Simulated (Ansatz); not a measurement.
This concerns the formation energy of O_i in Ag (fcc, Fm-3m). Reaction: 32 Ag (fcc) + 1/2 O2 (gas) → cell A.

Cell A: a supercell of 32 sites of Ag (fcc, Fm-3m) with O off the lattice sites (6 Ag at 2.26 Å); spin state with PBE: run without spin, k-point mesh 5×5×5.
```
Ag32O
1.0
    8.29697     0.00000     0.00000
    0.00000     8.29697     0.00000
    0.00000     0.00000     8.29697
Ag O
32 1
Direct
  0.97715   0.00000   0.00000
  0.99951   0.25049   0.25049
  0.25000   0.00000   0.27285
  0.25000   0.27285   0.00000
  0.99530   0.00000   0.50000
  0.99951   0.25049   0.74951
  0.25000   0.00000   0.72715
  0.25000   0.25470   0.50000
  0.99530   0.50000   0.00000
  0.99951   0.74951   0.25049
  0.25000   0.50000   0.25470
  0.25000   0.72715   0.00000
  0.99868   0.50000   0.50000
  0.99951   0.74951   0.74951
  0.25000   0.50000   0.74530
  0.25000   0.74530   0.50000
  0.52285   0.00000   0.00000
  0.50049   0.25049   0.25049
  0.75000   0.00000   0.25470
  0.75000   0.25470   0.00000
  0.50470   0.00000   0.50000
  0.50049   0.25049   0.74951
  0.75000   0.00000   0.74530
  0.75000   0.25132   0.50000
  0.50470   0.50000   0.00000
  0.50049   0.74951   0.25049
  0.75000   0.50000   0.25132
  0.75000   0.74530   0.00000
  0.50132   0.50000   0.50000
  0.50049   0.74951   0.74951
  0.75000   0.50000   0.74868
  0.75000   0.74868   0.50000
  0.25000   0.00000   0.00000
```

Reference: Ag (fcc, Fm-3m), 32 atoms in the cell, the relaxed perfect crystal repeated, atoms not moved again, k-point mesh 5×5×5 on the run's own vectors.

Reference: an isolated O2 molecule (triplet) in a box of 11 × 11 × 13 Å.

Plane-wave PAW calculations with Ansatz (a quantum-chemistry and plane-wave program), its PAW set soft_1, cutoff 500 eV. The structures are at rest with PBE, within the held lattices; other levels are single points on them. Neutral cells; Fermi-Dirac smearing of at most 0.10 eV in the solids, energies taken to zero width. The lattices are those relaxed with PBE, so at other levels the solids can be strained. Larger cells are relaxed from a start prepared with the learned potential CHGNet, on a coarser mesh till forces fall under 0.03 eV/Å, which some starts already meet. A dispersion term (D3(BJ), or D4 for r2SCAN) was computed beside these levels and is taken off wherever the name lacks it. Space groups of crystals are read within 0.01 Å. Nuclei at rest; no vibrational terms. Cells are local rest points, mostly with their start's symmetry. Values are for these cell sizes. Mesh and cell size may move defect energies by 0.1 eV or more. Cell A has symmetry Pm-3m within 0.02 Å and got no random move, so less symmetric positions, which may lie lower, weren't tried.

**Question.** What value does r2SCAN give?

**Answer.** 0.00 eV, for 32 Ag (fcc) + 1/2 O2 (gas) → cell A.
